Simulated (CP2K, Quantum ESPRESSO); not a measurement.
## Equation of state of zinc-blende InAs (space group 216): energy against volume (CP2K, PBE)

```yaml
crystal:
  lattice:
    - [4.27113, 0.00000, 0.00000]
    - [2.13557, 3.69891, 0.00000]
    - [2.13557, 1.23297, 3.48737]
  atoms:
    - { symbol: In, position: [0.00000, 0.00000, 0.00000] }
    - { symbol: As, position: [0.75000, 0.75000, 0.75000] }
```

Method: PBE, GPW, DZVP-MOLOPT-SR-GTH basis, GTH-PBE potentials (GTH_POTENTIALS) (CP2K). Settings: CUTOFF = 650 Ry; REL_CUTOFF = 40 Ry; SMEAR/METHOD = FERMI_DIRAC; ELECTRONIC_TEMPERATURE = 116.05 K; KPOINTS/SCHEME = MONKHORST-PACK 10 10 10; GAMMA_CENTERED = T; XC_FUNCTIONAL = PBE; In/BASIS_SET = DZVP-MOLOPT-SR-GTH-q13; In/POTENTIAL = GTH-PBE-q13; As/BASIS_SET = DZVP-MOLOPT-SR-GTH-q5; As/POTENTIAL = GTH-PBE-q5; METHOD = GPW; EPS_DEFAULT = 1e-10; NGRIDS = 5; SCF_GUESS = ATOMIC; EPS_SCF = 1e-06. The cell above is the first row's. The rows scale it uniformly. In all rows fractional positions and the k mesh are held. E is the free energy at the stated smearing, counted from the lowest row.

```
V (Å^3/atom)  E (meV/atom)
------------  ------------
27.5477                  ?
28.1465              18.25
28.7454               7.78
29.3443               1.86
29.9431               0.00
30.5420               1.75
31.1408               6.70
31.7397              14.52
32.3386              24.87
```

The 8 complete rows are fitted with the third-order Birch-Murnaghan form, a cubic in V^(-2/3), E against V. With u = V^(-2/3) - 0.1031, the rows have u = 0.0049730, 0.0034666, 0.0020116, 0.0006056, -0.0007546, -0.0020708, -0.0033457, -0.0045812. Least squares gives E = 0.352 - 1146.4·u + 935440·u² + 3792970·u³. Residuals (row less fit): -0.002, 0.003, -0.002, -0.002, 0.002, -0.004, 0.003, -0.002; standard error 0.003 (degrees of freedom: 4). Its minimum lies at u = 0.0006105, so V0 = (0.1037105)^(-3/2) = 29.94. There d²E/du² = 1885000 and d³E/du³ = 2.276e7, so B0 = (4/9) × 29.94^(-7/3) × 1885000 × 0.160218 = 48.2 GPa (the last factor turns the table's units into GPa), and B0' = 4 + (2/3) × 0.1037105 × (2.276e7)/1885000 = 4.8. The program's pressures in the fitted runs (not shown) pass through zero at V = 29.94, 0.00 % from this V0.

Problem. What does the fit predict for E at V = 27.5477, and how far is the calculated value from it?

Solution. u = 0.0065335, so E = 0.352 - 1146.4 × 0.0065335 + 935440 × 0.0065335² + 3792970 × 0.0065335³ = 33.851 meV/atom. The calculation gives 33.83 meV/atom, 0.021 meV/atom below the prediction (0.1 % of the range of E in the table). The row lies outside the fitted rows, so this is an extrapolation. From the scatter of the fitted rows alone, a prediction at this place has a standard error of 0.010 meV/atom, so the miss is 2.0 times that.

Carrying the step between the two nearest rows on in a straight line would have given 28.72, off by 5.11; series whose last step already gives the withheld value aren't shown. The reference cell has the volume at which an earlier scan in this program and functional put its minimum by a fit (its basis settings may differ). The runs keep the symmetry of the cell, so they don't test it for distortions. A plane-wave scan with the same functional (Quantum ESPRESSO, GBRV) gives V0 = 29.65 Å^3/atom and B0 = 48.7 GPa; a Birch-Murnaghan fit to all rows here lies 1.0 % from it in V0 and -1 % in B0; the two differ in basis, and may differ in potentials and mesh. Values carry the incompleteness of an atom-centred basis. Cutoffs and mesh are single choices, not tested for convergence of this quantity. Series with a scatter that would blur these digits, or in which a gap closes, are not shown. Nor are scans whose minimum lies at an end fitted in this form.
